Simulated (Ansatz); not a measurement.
## Habitual settings against a tight run: MgSc (Pm-3m, 2 atoms in the cell)

Self-consistent single point.

```yaml
crystal:
  lattice:
    - [3.58962, 0.00000, 0.00000]
    - [0.00000, 3.58962, 0.00000]
    - [0.00000, 0.00000, 3.58962]
  atoms:
    - { symbol: Mg, position: [0.00000, 0.00000, 0.00000] }
    - { symbol: Sc, position: [0.50000, 0.50000, 0.50000] }
```

Method of the run: PBEsol, default PAW files made with PBE (plane waves; Ansatz, a first-principles code).

Base settings: basis.ecutwfc = 420 eV; kpoints.mp_grid.grid = 9 9 9; hamiltonian.xc = pbesol; hamiltonian.pseudopotentials = {kind: paw} (the program's default PAW files); scf.occupations.method = cold; scf.occupations.width = 0.1 eV.

Tight run (finer mesh or higher cutoff; not a proven limit): basis.ecutwfc: 420 eV → 590 eV; kpoints.mp_grid.grid: 9 9 9 → 13 13 13; scf.convergence.dr2_threshold: default (1e-07 eV) → 1e-09 eV. It gave Fermi level (on the code's own zero) 7.54 eV; pressure -1.12 GPa.

Quick runs, as changes from the base:
- A: the base itself
- B: basis.ecutwfc: 420 eV → 250 eV; kpoints.mp_grid.grid: 9 9 9 → 3 3 3; scf.convergence.dr2_threshold: default (1e-07 eV) → 0.001 eV
- C: basis.ecutwfc: 420 eV → 335 eV; kpoints.mp_grid.grid: 9 9 9 → 6 6 6
- D: basis.ecutwfc: 420 eV → 335 eV; kpoints.mp_grid.grid: 9 9 9 → 2 2 2; hamiltonian.xc: pbesol → lda; scf.occupations.method: cold → fermi_dirac; scf.occupations.width: 0.1 eV → 0.5 eV; kpoints.mp_grid.shift: default → 0.5 0.5 0.5 [LDA (PW92)]
- E: basis.ecutwfc: 420 eV → 295 eV; kpoints.mp_grid.grid: 9 9 9 → 8 8 8; hamiltonian.xc: pbesol → lda; scf.occupations.width: 0.1 eV → 0.5 eV; kpoints.mp_grid.shift: default → 0.5 0.5 0.5 [LDA (PW92)]
- F: basis.ecutwfc: 420 eV → 210 eV; kpoints.mp_grid.grid: 9 9 9 → 4 4 4; kpoints.mp_grid.shift: default → 0.5 0.5 0.5

Energies are extrapolated to zero smearing width, which holds to low order in the width alone.

Dashes: energy of D, E, another energy zero.

† marks runs with another functional, U, potentials or spin treatment: their distance from the tight run is not a convergence error alone.

The count of work is k-points × plane waves × bands × iterations; it is no time. 

Pressures in the table are Ansatz's without its Pulay estimate, at a fixed set of plane waves; the tight run's value above holds the estimate.

The starting cell comes from a database of computed structures (which also holds hypothetical and non-ambient phases and stackings), without a prior relaxation at this level. Its lattice was rescaled by a random factor within 2.5 % of one.

```tsv
run	energy less tight (meV/atom)	pressure less tight (GPa)	count of work / tight
A	-0.1	-0.06	0.21
B	343.2	-14.63	0.0059
C	-0.5	-0.30	0.084
D†	–	1.48	0.0048
E†	–	-4.56	0.070
F	1373.4	-54.48	0.0083
```

Among the runs at the tight run's level, the energy misses run from 0.1 to 1373.4 meV/atom.

Keys are those of Ansatz 0.2.
